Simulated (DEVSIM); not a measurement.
Device: Pt/SiO2/p-Si capacitor, at 300 K.

Layer 1 from the left is SiO2, thickness (nm) 1.60. Layer 2 from the left is Si, thickness (nm) 4900, Na (cm⁻³) 1.4e16.

Metal gate on the left, work function 5.6 eV. Fixed charge at the semiconductor interface 6.5e11 cm⁻² (in units of +e); no interface traps.

Constants are typed, rounded textbook-type inputs, not results; the design itself was drawn at random and stands for no fabricated device. Values at 300 K.

SiO2: gap (eV) 9, affinity (eV) 0.9, permittivity 3.9. Si: gap (eV) 1.124, affinity (eV) 4.05, permittivity 11.7, Nc (cm⁻³) 2.86e19, Nv (cm⁻³) 3.1e19.

Task: Estimate by hand the flat-band voltage, the threshold voltage, and compare with a numerical solution.

Result: 
- Flat-band voltage: C = 2.16 μF/cm², work-function difference 0.625 V; VFB = φms − qNf/C = 0.58 V; numerical 0.58 V.
- Threshold voltage: φF = 0.364 V, depletion charge √(4εqNφF) = 5.82e-8 C/cm²; VT = VFB + 2φF + Qd/C = 1.33 V; numerical 1.33 V.

Simulated with DEVSIM: 1D Poisson equation in equilibrium, Boltzmann statistics, complete ionisation; no quantum confinement or tunnelling. Metal contacts follow the ideal Schottky-Mott rule: no Fermi-level pinning, no interface dipoles.
